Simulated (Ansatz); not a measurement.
# CdSe, pressure series

Start from CdSe in the zinc blende structure (space group F-43m, No. 216).

```
CdSe
1.0
    0.00000     3.04079     3.04079
    3.04079     0.00000     3.04079
    3.04079     3.04079     0.00000
Cd Se
1 1
Direct
  0.00000   0.00000   0.00000
  0.25000   0.25000   0.25000
```

Cell and atoms are relaxed at each pressure.

Method: PBEsol/PAW in Ansatz (a quantum-chemistry and plane-wave program), no SOC.

Candidates:
(a) pressure 2.1 GPa
(b) pressure −1 GPa
(c) pressure 9 GPa
(d) pressure 4.5 GPa

Base values:

The band gap is 0.48 eV.

Order them by band gap, lowest first.

(b) pressure −1 GPa (0.44 eV), (a) pressure 2.1 GPa (0.55 eV), (d) pressure 4.5 GPa (0.62 eV), (c) pressure 9 GPa (0.72 eV)

Load acts through the strain it causes; cell and atoms are relaxed under it. Stability against distortions was not tested. Tetrahedral semiconductors of this kind turn to denser phases somewhere between about 1 and 50 GPa; those were not computed, so compressed cells here can lie past the real transition.
